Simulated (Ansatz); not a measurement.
Consider Pd in the fcc (Cu type) structure (space group Fm-3m, No. 225; a = 3.876 Å).

Calculations: PBEsol (Ansatz, a quantum-chemistry and plane-wave program), no SOC, earlier PAW set.

For the base:

* **Lattice parameter a**: 387.6 pm

Modification: hydrostatic tension (pressure −1 GPa).

**Question.** What does the calculation give for the lattice parameter a after the change?

**Answer.** The lattice parameter a goes up by 0.6 pm to 388.2 pm.

Load acts through the strain it causes; cell and atoms are relaxed under it. Stability against distortions was not tested. All final runs are without spin polarisation.
